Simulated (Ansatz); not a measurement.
Consider BAs (space group P4_2/mnm, No. 136; a = 5.8372 Å, c = 3.3617 Å; a hypothetical phase, not in the database extracts checked).

Now apply this change: a hydrostatic pressure of 5 GPa.

Levels (all Ansatz, an electronic-structure program, PAW): PBEsol (420 eV, without spin-orbit coupling); HSE06 (420 eV, no SOC).

The geometry is relaxed with PBEsol.

```
Item              Result
---------------  -------
PBEsol band gap  0.49 eV
```

Q: What does HSE06 give at this geometry for the band gap?

A: The band gap grows by 0.69 eV (0.49 eV → 1.18 eV).

Single points use the geometry relaxed with PBEsol. HSE06 gaps are upper bounds (no full band path). Load acts through the strain it causes; cell and atoms are relaxed under it. Stability against distortions was not tested. Competing high-pressure phases were not computed.
